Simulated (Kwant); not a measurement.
Model system: wire with an abrupt hard-wall neck in a GaAs two-dimensional gas. Effective mass 0.067 mₑ, grid spacing 4.2 nm, hard walls, nominal width 100 nm (23 grid rows, so walls 100.8 nm apart), one parabolic valley, scattering region 300 nm long along x; energies count from the band bottom; Fermi energy swept from 0.00028062 to 0.005356 eV. Central neck 53 nm wide and 38 nm long.

The device is made up for the run: typed textbook-type constants, with dimensions and the other settings drawn at random.

Model: effective-mass tight-binding model on a square grid, one spin, coherent transport at 0 K (Kwant). Conductance is in e²/h.

Density of the scattering states that come in from the left lead, at energy = 0.0028551 eV, in bins, relative to the largest site value (x marks bins outside the device):

```
|1100000000111111000xxxxxx0000000000000000000|
|4321100012344443210xxxxxx0000000000000000000|
|6542100013467765310xxxxxx0000000000000000000|
|87532101246899874210000000000000000000000000|
|87542101246899875321000000000000000000000000|
|76432101235787764321111110000000000000000000|
|54322111124555543222222111111111111111111111|
|32221111122333322222332221111111111111111111|
|11111110111111111123333321111111111111111111|
|11111111111221111223333221111111111111111111|
|43322111123444432222222211111111111111111111|
|76432101235787764321111110000000000000000000|
|87542101246899875321000000000000000000000000|
|97542101246999975310000000000000000000000000|
|8753200124689986420xxxxxx0000000000000000000|
|6542100013467765310xxxxxx0000000000000000000|
|4321100012344443210xxxxxx0000000000000000000|
|2110000001122221100xxxxxx0000000000000000000|
|0000000000000000000xxxxxx0000000000000000000|
```
Scale: ten equal steps from 0.000 (start of '0') to 0.990 (end of '9'), in the order '0123456789'; x runs from -144 to 144, y from -44.1 (bottom) to 44.1 (top).

The conductance there is 0.98 e²/h with 2 open channel(s) in the leads.
